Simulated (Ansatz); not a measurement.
**BaSiO3 (model structure, started from the tetragonal perovskite type, P4mm, No. 99, 5 atoms in the cell): band gap by level of theory**

No measured value is used here.

| level (code) | value (eV) |
|---|---|
| LDA (Ansatz) | 1.14 |
| PBEsol+SOC (Ansatz) | 1.16 (indirect) |
| r²SCAN+SOC (Ansatz) | 1.90 (indirect) |
| G0W0@PBEsol+SOC (Ansatz) | ___ |

Problem. What belongs in the gaps?

Solution. 
- G0W0@PBEsol+SOC (Ansatz, a program for electronic structure), value (eV): 3.49

Computed values are for a static lattice. Spin–orbit coupling is included only where a level's name says +SOC; with heavier elements it mostly lowers gaps and can invert bands.  LDA, PBEsol+SOC, r²SCAN+SOC: the gap is read on the k mesh or supercell of the run alone and can be too large. G0W0@PBEsol+SOC: spin–orbit coupling enters as the shift of the gap found with a semilocal functional. Values are at the PBEsol cell. Cutoffs differ between the levels. Ansatz's density-functional and Hartree–Fock values are scalar-relativistic unless marked +SOC, with PAW data made under PBE.

A model structure was made by putting elements into a prototype or built by hand; it is no filed structure, need not be a known phase, and can be a saddle point held by its symmetry.
